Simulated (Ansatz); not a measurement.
Base system: Rh in the fcc (Cu type) structure (space group Fm-3m, No. 225; relaxed with 0.1 eV smearing).

```xyz
1
Lattice="0.0000 1.8776 1.8776 1.8776 0.0000 1.8776 1.8776 1.8776 0.0000" Properties=species:S:1:pos:R:3 pbc="T T T"
Rh     0.0000     0.0000     0.0000
```

Cartesian axes are those of the cell as printed.

Method: LDA in Ansatz (plane waves to 420 eV, PAW, no SOC).

One thing is altered: an isotropic linear strain of −2.00 %; the atoms relax in the strained cell.

Problem. Predict the stress tensor and what it implies for the stiffness.

Solution. Stress of the strained cell less that of the base (GPa, compression positive):
```
   22.3     0.0     0.0
    0.0    22.3     0.0
    0.0     0.0    22.3
```

Then B = −ΔP/(ΔV/V₀) with ΔV/V₀ = -0.0588 gives secant stiffness values (nonlinear terms included at this strain): B ≈ 379 GPa.

As a check, the harmonic strain energy −½ V₀ Δσ:ε is 55 meV/atom; the computed energy rise is 51 meV/atom.

Whether these cells are dynamically stable was not tested. All final runs are without spin polarisation.

Ansatz is a first-principles code.
